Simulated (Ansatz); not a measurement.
# Cu3N, response to strain

The reference is Cu$_{3}$N (space group Pm-3m, No. 221; a = 3.7209 Å). Axes: x, y, z lie along the cube axes.

Strains are applied to the cell and any free atomic positions relax; under biaxial strain the out-of-plane vector relaxes too.

The values are results of LDA (Ansatz, a program for electronic structure), no spin-orbit coupling, not measurements.

Notes on the quantities. pressure: mean of the normal stresses, compression positive.

| variant | pressure | volume per atom |
|---|---|---|
| base | 0.0 GPa | 12.88 Å³ |
| biaxial strain +0.50 %, plane normal [111], relaxed out of plane | -0.3 GPa | 12.91 Å³ |
| biaxial strain +1.00 %, plane normal [111], relaxed out of plane | -0.7 GPa | 12.94 Å³ |
| biaxial strain +1.50 %, plane normal [111], relaxed out of plane | -1.0 GPa | 12.96 Å³ |
| biaxial strain +2.00 %, plane normal [111], relaxed out of plane | -1.3 GPa | 12.99 Å³ |
| biaxial strain +2.50 %, plane normal [111], relaxed out of plane | -1.6 GPa | 13.01 Å³ |

Stability against distortions was not tested. The final runs are not spin-polarised.
